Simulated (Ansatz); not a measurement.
# Ru on the 1x1 (10-10) surface of wurtzite ZnO (cut with top plane O + Zn), one in a 2x1 cell, started at the site 'hollow O'

Host crystal: wurtzite ZnO, with a band gap (PBE, scalar-relativistic without spin-orbit coupling).

Calculation: PBE (plane waves to 420 eV, PAW; Ansatz, an electronic-structure program).

Model: 33-atom slab, 9.4 Å thick at the start under the adsorbate (thin: gaps and levels are the slab's own), 3x4x1 mesh, Fermi-Dirac 0.01 eV, dipole correction, 16 atoms held, the rest relaxed; no symmetry held; spin-polarised, ending with about 2.2 μB a cell, a value that depends on the mesh; orders that need a larger cell were not tried, no spin-orbit, no U, no dispersion correction. The slab shows no gap over 0.04 eV on its mesh. At the end it is bonded to O + 3 Zn. In PBE it is, or lies within 0.03 eV of, the lowest of the starts that converged.

* **energy of the end state, in which the adsorbate broke or entered a bond of the host, against an atom of hcp Ru**: 4.54 eV
* **work function of the top face**: 3.72 eV
* **change of the step from the bottom to the top vacuum level, against the clean slab**: -1.00 eV
* **energy released by relaxation**: 1.04 eV
* **height of the binding atom over the mean of the host atoms within 0.3 Å of the top one**: 1.178 Å
* **largest move of a host atom**: 0.82 Å
* **cost**: around 40 core-minutes (rough)

A negative adsorption energy means that the adsorbate is more stable on the surface than in its reference.
